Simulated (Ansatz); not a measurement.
Take BN in the zinc blende structure (space group F-43m, No. 216) as the base.

```
BN
1.0
    0.00000     1.80284     1.80284
    1.80284     0.00000     1.80284
    1.80284     1.80284     0.00000
B N
1 1
Cartesian
  0.00000   0.00000   0.00000
  0.90142   0.90142   0.90142
```

Cartesian axes are those of the cell as printed.

Calculations: Ansatz (a first-principles code), PBEsol, PAW, cutoff 420 eV, no spin-orbit coupling.

Before the change:

| Quantity | Result |
|---|---|
| Volume per atom | 5.86 Å³ |

Perturbation: tensile biaxial strain of 0.83 % in the plane normal to [111], as in epitaxy on a mismatched substrate; the out-of-plane cell vector and the atoms relax.

Q: Estimate the effect on the energy relative to the base, volume per atom and hole mass.

A: The energy rises by 2.6 meV/atom; the volume per atom goes up by 0.09 Å³ to 5.95 Å³; the hole mass amounts to 0.25 mₑ out of plane, 1.2 mₑ in plane (at Γ).

The levels and masses belong to the bands next to the band gap. Masses are band curvatures over ±0.01 Å⁻¹ around the edge. Whether these cells are dynamically stable was not tested.
